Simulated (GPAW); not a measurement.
Checking a run of GPAW on Mg₅Zn (Amm2, 6 atoms in the cell). The aim is a self-consistent single point with DFT LDA (Perdew-Wang 92), plane waves, GPAW PAW datasets LDA (gpaw-data 1.0.1).

Cell that was meant: a = 4.9601 Å, b = 8.0876 Å, c = 8.0876 Å, α = 22.45°, β = 90.00°, γ = 90.00°.

Part of the input:

```python
                         [0.000000, -0.000000, 3.539790]],
              pbc=True)

calc = GPAW(mode=PW(200),
            xc='LDA',
            kpts=(5, 7, 7),
            occupations={'name': 'methfessel-paxton', 'width': 0.272, 'order': 0},
```

Output (repeated stretches shortened):

```
Input parameters:
  convergence: {density: 1e-05}
  kpts: [5 7 7]
  maxiter: 120
  mode: {ecut: 200.0,
         name: pw}
  nbands: -12
   [... lines left out ...]
   5 Zn     0.000000   -0.000000    3.539790    ( 0.0000,  0.0000,  0.0000)

Unit cell:
           periodic     x           y           z      points  spacing
  1. axis:    yes    4.960130    0.000000    0.000000    18     0.2756
  2. axis:    yes    0.000000    1.574520    7.932835    27     0.1144
  3. axis:    yes    0.000000   -1.574520    7.932835    27     0.1144

  Lengths:   4.960130   8.087582   8.087582
  Angles:   22.452488  90.000000  90.000000

Effective grid spacing dv^(1/3) = 0.2114
     iter     time        total  log10-change:
                         energy   eigst   dens
iter:   1 --:--:--    -9.129987
iter:   2 --:--:--    -9.083768   -2.87  -1.52
iter:   3 --:--:--    -9.077915   -1.83  -1.54
iter:   4 --:--:--    -9.133495   -2.81  -1.87
iter:   5 --:--:--    -8.987834   -3.22  -2.15
iter:   6 --:--:--    -8.943707   -3.31  -2.55
iter:   7 --:--:--    -8.926518   -3.21  -2.79
iter:   8 --:--:--    -8.926360c  -4.85  -3.06
iter:   9 --:--:--    -8.926282c  -5.86  -3.49
iter:  10 --:--:--    -8.926323c  -6.88  -3.62
iter:  11 --:--:--    -8.926320c  -6.74  -3.67
iter:  12 --:--:--    -8.926231c  -6.07  -3.98
iter:  13 --:--:--    -8.926202c  -6.36  -4.08
iter:  14 --:--:--    -8.926203c  -7.72c -4.17
iter:  15 --:--:--    -8.926198c  -7.83c -4.28
iter:  16 --:--:--    -8.926197c  -8.38c -4.41
iter:  17 --:--:--    -8.926193c  -7.58c -4.49
iter:  18 --:--:--    -8.926191c  -7.17  -4.57
iter:  19 --:--:--    -8.926192c  -8.03c -4.69
iter:  20 --:--:--    -8.926192c  -8.72c -4.79
iter:  21 --:--:--    -8.926192c  -9.75c -4.89
iter:  22 --:--:--    -8.926192c  -8.97c -4.96
iter:  23 --:--:--    -8.926192c  -8.75c -5.09c
Converged after 23 iterations.

Dipole moment: (0.000000, 0.000000, 3.935788) |e|*Ang

Energy contributions relative to reference atoms: (reference = -75924.051787)

Kinetic:        +36.740854
Potential:      -23.635559
External:        +0.000000
XC:             -22.235629
Entropy (-ST):   -0.076919
Local:           +0.242601
SIC:             +0.000000
--------------------------
Free energy:     -8.964651
Extrapolated:    -8.926192

Showing only first 2 kpts
 Kpt  Band  Eigenvalues  Occupancy
  0    29      2.77570    2.00000
  0    30      4.39250    0.05769
  0    31      4.58936    0.00348
  0    32      4.70057    0.00047

  1    29      3.79796    1.76720
  1    30      4.46175    0.02394
  1    31      4.62449    0.00191
  1    32      5.57027    0.00000

   [... lines left out ...]
Fermi level: 4.02745
No gap
   [... lines left out ...]
  1 Mg    0.00000    0.00000    0.02093
  2 Mg    0.00000    0.00000   -0.02258
  3 Mg    0.00000    0.00000    0.03170
  4 Mg    0.00000    0.00000   -0.04927
  5 Zn    0.00000    0.00000   -0.01602

Stress tensor:
     0.011547     0.000000     0.000000
     0.000000     0.024780    -0.000000
     0.000000    -0.000000     0.017631
Stress (GPa, Voigt): [ 1.85    3.9702  2.8247 -0.      0.      0.    ]
```

Question: Is anything amiss in this input, and did it matter?

Answer: The run is not sound. The fault is a basis or grid far too coarse for these potentials. The error of an incomplete plane-wave basis or grid does not cancel at such settings. To fix it, restore the cutoff that the potentials need and check convergence. The run converged in 23 iterations without an error; against the sound input the free energy rises by 419 meV/atom, the pressure goes from -1.61 to -2.88 GPa and the largest force goes from 0.043 to 0.049 eV/Å.

An input that runs soundly differs in these lines (not the only fix; some lines may just follow from the change or write a value another way):
```diff
-calc = GPAW(mode=PW(200),
+calc = GPAW(mode=PW(850),
```

With that input, the run converged in 20 iterations: free energy E − TS (from the program's reference atoms) -11.4773 eV; Fermi level (on the code's own zero) 4.01 eV; pressure -1.61 GPa; largest force (vector length) 0.043 eV/Å (DFT LDA (Perdew-Wang 92), plane waves, GPAW PAW datasets LDA (gpaw-data 1.0.1)).

On the sound input: the starting cell comes from a database of computed structures (which also holds hypothetical and non-ambient phases and stackings), without a prior relaxation at this level.
